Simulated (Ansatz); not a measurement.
# Zn₂InGaO₅ (P6₃/mmc, No. 194, 18 atoms in the cell; start mp-1187872)

Calculation: PBEsol (PAW; Ansatz, a program for electronic structure).

Run with plane-wave cutoff 520 eV, 12×12×2 k mesh (along the axes of the cell as run), Fermi–Dirac smearing 0.01 eV, scalar-relativistic PAW data made under PBE.

Cell (relaxed with PBEsol):

```cif
data_Ga2In2O10Zn4
_chemical_formula_sum 'Zn4 In2 Ga2 O10'
_space_group_name_H-M_alt 'P 1'
_space_group_IT_number 1
_cell_length_a 3.30224
_cell_length_b 3.30224
_cell_length_c 22.35942
_cell_angle_alpha 90.000
_cell_angle_beta 90.000
_cell_angle_gamma 120.000
loop_
_space_group_symop_operation_xyz
  'x, y, z'
loop_
_atom_site_label
_atom_site_type_symbol
_atom_site_fract_x
_atom_site_fract_y
_atom_site_fract_z
_atom_site_occupancy
Zn1 Zn 0.33333 0.66667 0.63563 1
Zn2 Zn 0.66667 0.33333 0.36437 1
Zn3 Zn 0.66667 0.33333 0.13563 1
Zn4 Zn 0.33333 0.66667 0.86437 1
In1 In 0.00000 0.00000 0.50000 1
In2 In 0.00000 0.00000 0.00000 1
Ga1 Ga 0.00000 0.00000 0.75000 1
Ga2 Ga 0.00000 0.00000 0.25000 1
O1 O 0.33333 0.66667 0.54823 1
O2 O 0.66667 0.33333 0.45177 1
O3 O 0.66667 0.33333 0.04823 1
O4 O 0.33333 0.66667 0.95177 1
O5 O 0.00000 0.00000 0.66203 1
O6 O 0.00000 0.00000 0.33797 1
O7 O 0.00000 0.00000 0.16203 1
O8 O 0.00000 0.00000 0.83797 1
O9 O 0.33333 0.66667 0.75000 1
O10 O 0.66667 0.33333 0.25000 1
```

| Property | Value |
|---|---|
| band gap | 1.24 eV |

Spin–orbit coupling is not included.

The computed numbers hold no vibrational or temperature effects.

A start named mp-… is a Materials Project structure, which need not be a measured phase.
